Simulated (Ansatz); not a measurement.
## PBE against r2SCAN: W

The parent structure is W in the bcc (W type) structure (space group Im-3m, No. 229; a = 3.1835 Å).

(Cell as relaxed with PBE.)

Levels (all Ansatz, a quantum-chemistry and plane-wave program, PAW): PBE (420 eV, no spin-orbit coupling); r2SCAN (500 eV, scalar-relativistic without spin-orbit coupling).

Each level relaxes its own structure.

| quantity | PBE | r2SCAN |
|---|---|---|
| volume per atom | 16.13 Å³ | [?] |
| lattice parameter a | 318.4 pm | [?] |
| band gap | zero | [?] |

Question: What does r2SCAN give?

Answer: 
- volume per atom, r2SCAN: 15.92 Å³
- lattice parameter a, r2SCAN: 316.9 pm
- band gap, r2SCAN: zero

PBE's volume per atom lies 0.215 Å³ above r2SCAN's (1.4 %); PBE's lattice parameter a lies 1.42 pm above r2SCAN's (0.4 %); the two agree on the band gap. Neither level is exact; r2SCAN is the comparison here, not a measurement.

Stability against distortions was not tested. The final runs are not spin-polarised.
